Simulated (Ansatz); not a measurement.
**Ansatz (an electronic-structure program) run on Al (P6_3/mmc, 2 atoms in the cell): self-consistent single point**

Level of theory: r2SCAN, default PAW files made with PBE (plane waves; Ansatz).

This input was run:

Ansatz 0.2 input:
```yaml
crystal:
  lattice:
    - [2.888522, 0.000000, 0.000000]
    - [-1.444261, 2.501534, 0.000000]
    - [0.000000, 0.000000, 4.689787]
  atoms:
    - { symbol: Al, position_ang: [-0.000001, 1.667690, 1.172447] }
    - { symbol: Al, position_ang: [1.444262, 0.833844, 3.517340] }
basis:
  ecutwfc: 500.0
kpoints:
  mp_grid: { grid: [13, 13, 7] }
hamiltonian:
  xc: r2scan
  pseudopotentials: { kind: paw }
scf:
  occupations: { method: gaussian, width: 0.05 }
output:
  forces: true
  eigenvalues: true
  stress: true
```

The program printed (abridged):

```
WARN the atoms were moved onto the symmetric positions of the space group found under crystal.symmetry.tolerance 1.0e-5 (fractional …
WARN ansatz: RAYON_NUM_THREADS=1 ignored (pool sized by the plan → 1); use --threads N
Pseudopotentials: kind: paw
Pseudopotential: Al, paw, valence charge 3
Crystal: 2 atoms, lattice volume = 33.887 Å³
Basis set: ecut = 500 eV, 845 PW (Γ), exchange–correlation on 96×96×144 points (64 copies of the dense FFT grid, shifted against one another)
Bands: 7, of which v1, the nominal top of the filled ones, is band 3 counted from 1 (2 counted from 0)
Symmetry: 24 space group operations
Space group: P63/mmc (ITA 194), of the structure as read, at distance tolerance 3.2e-5 Å
k-points: 84 of 1183
PAW frozen core: Al, regenerated for the run's functional
Initial density: superposition of atomic densities (neutral atoms: chi_scale 0, normalization atom), corrected by the library's trained network
Initial wavefunctions: pseudopotential atomic-orbital guess
Eigensolver: davidson
Functional: x = r2scan, c = r2scan; τ floored in thin density (d = 2e-4 eV/Å³)
SCF iter   1: F=—  HF=-1080.710686 eV  |F-HF|=—  |Δ(HF+E_count)|=         —  Δρ=3.91e-3  dr2=5.77e-3  dr2_τ=7.35e-3  ethr=1.77e-3  ⟨swp⟩=5.4  Hψ=4912  notcnv=0
all-band conjugate gradients solve this SCF's bands
preconditioner: auto → none
SCF iter   2: F=—  HF=-1080.724332 eV  |F-HF|=—  |Δ(HF+E_count)|=   1.36e-2  Δρ=2.53e-3  dr2=2.40e-3  dr2_τ=4.97e-6  ethr=9.61e-5  ⟨swp⟩=2.1  Hψ=1840  notcnv=0  defer=20
SCF iter   3: F=—  HF=-1080.724127 eV  |F-HF|=—  |Δ(HF+E_count)|=   2.05e-4  Δρ=9.45e-4  dr2=3.26e-4  dr2_τ=5.60e-7  ethr=3.99e-5  ⟨swp⟩=1.0  Hψ=568  notcnv=0  defer=20
SCF iter   4: F=—  HF=-1080.724104 eV  |F-HF|=—  |Δ(HF+E_count)|=   2.30e-5  Δρ=2.65e-4  dr2=2.48e-5  dr2_τ=2.55e-8  ethr=5.44e-6  ⟨swp⟩=1.0  Hψ=568  notcnv=0  defer=20
SCF iter   5: F=—  HF=-1080.724105 eV  |F-HF|=—  |Δ(HF+E_count)|=   4.79e-7  Δρ=3.52e-5  dr2=4.18e-7  dr2_τ=3.37e-10  ethr=4.13e-7  ⟨swp⟩=1.0  Hψ=568  notcnv=0  defer=20
SCF iter   6: F=-1080.724105 eV  HF=-1080.724105 eV  |F-HF|=3.57e-11  |Δ(HF+E_count)|=   2.62e-8  Δρ=4.28e-7  dr2=4.04e-11  dr2_τ=7.45e-13  ethr=1.67e-9  ⟨swp⟩=5.1  Hψ=2533  notcnv=0
SCF 1 converged in 6 iterations: F = -1080.724105 eV  dr2 = 4.04e-11
SCF converged after 6 iterations
Free energy (F): -1080.724105 eV
Harris-Foulkes:  -1080.724105 eV  (|F-HF|=3.57e-11)
Internal energy: -1080.723046 eV  (E = F + TS)
E sigma→0 (E₀):  -1080.723575 eV
Entropy (-TS):   -0.001059 eV (-0.529 meV/atom)
Fermi energy:    7.762253 eV
--- Per-component energies (eV) ---
  E_band       = 18.414544
  E_kinetic    = 45.044421
  E_local      = 19.768400  (includes V_loc(G=0)·N_el)
  E_nonlocal   = 19.055446
  E_hartree    = 0.204313
  E_xc         = -72.946004
  E_vxc        = -61.700839  (∫ρ·V_xc dr)
  E_paw        = -946.000684  (= ΣΔE_a)
  E_vpaw       = -6.617687  (= ΣTr[D̂ρ^β])
  E_aug_tail   = -0.000002  (compensation charges beyond the density's cutoff)
  E_vtau       = 2.456175  (kinetic-family band-sum trace: ∫τ·v_τ [+ j·A + Jᵃ·Aᵃ] dr)
  E_ewald      = -145.728720
  E_core_change = -0.120216  (= ΣΔE_core)
  E_smearing   = -0.001059  (= −TS)
  E_closure    = -0.000000  (closes the sum)
  Σ components = -1080.724105   (vs F -1080.724105, Δ=0.00e0)
--- Forces (eV/Å), atoms counted from 1 ---
  atom   1  Al     0.00000000     0.00000000    -0.00000000
  atom   2  Al    -0.00000000    -0.00000000     0.00000000
  max |Σ_I F_I| component: 5.78e-19 eV/Å
--- Stress (GPa, compression-positive) ---
       -4.585847      -0.000000       0.000000
       -0.000000      -4.585847       0.000000
        0.000000       0.000000      -4.513590
  P = ⅓ Tr σ = -4.5618 GPa (-45.618 kbar)
  The stress holds the Pulay correction. Without it, at fixed plane waves, as pw.x and ABINIT print it: P = -4.5649 GPa
--- Band table (eV; the first three rows and the last of 84) ---
  k-point 0: bands = ["-3.9603", "2.8331", "3.2754", "18.7108", "18.7108", "19.1074", "19.1074"]
  k-point 1: bands = ["-3.8142", "1.2096", "5.1571", "18.6759", "18.8238", "18.8238", "19.2318"]
  k-point 2: bands = ["-3.3769", "-0.3499", "7.4896", "15.7806", "19.1596", "19.1596", "19.5933"]
  k-point 83: bands = ["4.1975", "4.9580", "6.0386", "6.3229", "7.3483", "7.4289", "16.8591"]
```

The run converged in 6 iterations.

The starting cell was generated: these elements placed on a structure prototype, without a prior relaxation; it need not be a known phase or ordering of this composition. Its lattice was rescaled by a random factor within 2.5 % of one. With a pressure of about -5 GPa the cell is away from its equilibrium volume at this level. Ansatz's pressure includes its estimate of the finite-basis (Pulay) stress.
